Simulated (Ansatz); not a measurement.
# BaAlGeH (space group P3m1, No. 156)

```
CELL_PARAMETERS angstrom
      4.34561     0.00000     0.00000
     -2.17280     3.76341     0.00000
      0.00000     0.00000     5.26695
ATOMIC_POSITIONS crystal
  Ba 0.33333 0.66667 0.10187
  Al 0.00000 0.00000 0.64172
  Ge 0.66667 0.33333 0.55396
  H  0.00000 0.00000 0.96845
```

Calculations: r2SCAN/PAW in Ansatz (a program for electronic structure), no spin-orbit coupling. Settings: 9×9×6 k-points, 0.05 eV Fermi–Dirac smearing.

```yaml
volume_per_atom: 21.53 Å³
density: 4.59 g/cm³
band_gap: "1.03 eV (uncertain: the edges found on the path are not clean extrema)"
total_energy: -2706.571 eV/atom (σ→0; compares only within this code and set-up)
```

No phonon test of stability was made.
